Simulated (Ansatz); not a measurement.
**2 layers of BC3, started at parallel, no shift (facing B atop B and C atop C, which symmetry holds and which is mostly a maximum against sliding)**

Level of theory: PBE+D3(BJ) (plane waves to 420 eV, PAW; Ansatz, a quantum-chemistry and plane-wave program). No spin–orbit coupling; PBE gaps are too small against experiment. Its k-point mesh 6×6×1, Fermi–Dirac width 0.01 eV. A dipole correction is on.

gap between facing atomic planes: 3.75 Å
step of the vacuum level across the stack (top less bottom): 0.00 eV
interaction energy of the frozen layers: -12.0 meV/Å²
interaction energy without the D3 term at this geometry: +3.6 meV/Å²
PBE gap over the mesh and listed points off it: 0.30 eV, indirect (lowest direct gap 1.02 eV)
valence and conduction edges under the vacuum level of the lower face: 5.56 and 5.26 eV

```yaml
crystal:
  lattice:
    - [5.16492, 0.00000, 0.00000]
    - [-2.58246, 4.47296, 0.00000]
    - [0.00000, 0.00000, 21.35000]
  atoms:
    - { symbol: C, position: [0.31742, 0.15871, 0.41219] }
    - { symbol: C, position: [0.15871, 0.31742, 0.41219] }
    - { symbol: C, position: [0.84129, 0.15871, 0.41219] }
    - { symbol: C, position: [0.68258, 0.84129, 0.41219] }
    - { symbol: C, position: [0.84129, 0.68258, 0.41219] }
    - { symbol: C, position: [0.15871, 0.84129, 0.41219] }
    - { symbol: B, position: [0.33333, 0.66667, 0.41220] }
    - { symbol: B, position: [0.66667, 0.33333, 0.41220] }
    - { symbol: C, position: [0.31742, 0.15871, 0.58781] }
    - { symbol: C, position: [0.15871, 0.31742, 0.58781] }
    - { symbol: C, position: [0.84129, 0.15871, 0.58781] }
    - { symbol: C, position: [0.68258, 0.84129, 0.58781] }
    - { symbol: C, position: [0.84129, 0.68258, 0.58781] }
    - { symbol: C, position: [0.15871, 0.84129, 0.58781] }
    - { symbol: B, position: [0.33333, 0.66667, 0.58780] }
    - { symbol: B, position: [0.66667, 0.33333, 0.58780] }
```
